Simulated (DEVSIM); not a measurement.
System: Co/La2O3/p-Si capacitor, at 250 K.

```tsv
layer (left to right)	material	thickness (nm)	Na (cm⁻³)
1	La2O3	12.0	-
2	Si	7800	5.4e15
```

Metal gate on the left, work function 5 eV. Fixed charge at the semiconductor interface -1.1e11 cm⁻² (in units of +e); no interface traps.

Constants are typed, rounded textbook-type inputs, not results; the design itself was drawn at random and stands for no fabricated device. Values at 300 K; Nc and Nv go as T^1.5, mobilities as T to minus their exponent, the gap by Varshni's rule with the affinity fixed.

| parameter | La2O3 | Si |
|---|---|---|
| gap (eV) | 5.8 | 1.124 |
| affinity (eV) | 1.8 | 4.05 |
| permittivity | 27 | 11.7 |
| Nc (cm⁻³) | - | 2.86e19 |
| Nv (cm⁻³) | - | 3.1e19 |
| Varshni α (eV/K) | - | 0.000473 |
| Varshni β (K) | - | 636 |

Simulated with DEVSIM: 1D Poisson equation in equilibrium, Boltzmann statistics, complete ionisation; no quantum confinement or tunnelling. Metal contacts follow the ideal Schottky-Mott rule: no Fermi-level pinning, no interface dipoles.

The La2O3 thickness was swept, all else fixed.

```
La2O3 thickness (μm)  capacitance of the dielectric stack (μF/cm²)  threshold voltage (band bending 2φF) (V)
--------------------  --------------------------------------------  ----------------------------------------
0.0048                                                        4.98                                      0.78
0.0066                                                        3.62                                      0.79
0.0084                                                        2.85                                      0.79
0.01                                                          2.39                                      0.79
0.012                                                         1.99                                      0.80
0.014                                                         1.71                                      0.80
```

From the first row to the last the capacitance of the dielectric stack goes from 4.98 to 1.71. From the first row to the last the threshold voltage (band bending 2φF) goes from 0.78 to 0.80.
